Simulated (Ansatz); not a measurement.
System: interstitial Li in zinc-blende AlAs (charge state +1). These are PBE, PAW (plane waves to 420 eV; Ansatz, a program for electronic structure) values and carry that method's errors.

64-site cell at the relaxed PBE lattice, one k-point at (0.250, 0.250, 0.250), smearing 0.01 eV, spin-restricted, no finite-size correction. Static, classical nuclei. The charge state is imposed; whether it is stable for some Fermi level was not computed. Sites that were not tried may lie lower.

Barriers: single points on a 2×2×2 k-point mesh shifted by half a step at the bands' geometries.

The step: a direct jump of one Li atom. Atoms about the jump, Cartesian Å from the middle of the jump, before and after:

| atom | x0 | y0 | z0 | x1 | y1 | z1 |
|---|---|---|---|---|---|---|
| Li1 | 0.71 | -0.72 | -0.72 | -0.71 | 0.72 | 0.72 |
| As2 | -0.73 | -2.16 | 0.73 | -0.71 | -2.12 | 0.72 |
| As3 | -0.73 | 0.73 | -2.16 | -0.72 | 0.72 | -2.12 |
| As4 | 2.17 | 0.73 | 0.73 | 2.13 | 0.72 | 0.72 |
| Al5 | 0.72 | -0.71 | 2.21 | 0.80 | -0.80 | 2.23 |
| Al6 | 0.72 | 2.21 | -0.71 | 0.80 | 2.23 | -0.80 |
| Al7 | -2.21 | -0.71 | -0.72 | -2.24 | -0.80 | -0.80 |

Question: Predict the transition state.

Answer: 
```json
[
 {"atom": "Li1", "x": "-0.05", "y": "0.06", "z": "0.05"},
 {"atom": "As2", "x": "-0.73", "y": "-2.16", "z": "0.74"},
 {"atom": "As3", "x": "-0.73", "y": "0.75", "z": "-2.17"},
 {"atom": "As4", "x": "2.18", "y": "0.75", "z": "0.74"},
 {"atom": "Al5", "x": "0.80", "y": "-0.78", "z": "2.30"},
 {"atom": "Al6", "x": "0.80", "y": "2.31", "z": "-0.78"},
 {"atom": "Al7", "x": "-2.30", "y": "-0.78", "z": "-0.79"}
]
```
It lies 0.61 eV above the start and 0.33 eV above the end. The saddle point's order was not checked, and it lies on a symmetry element of the cell, where a band can be held.
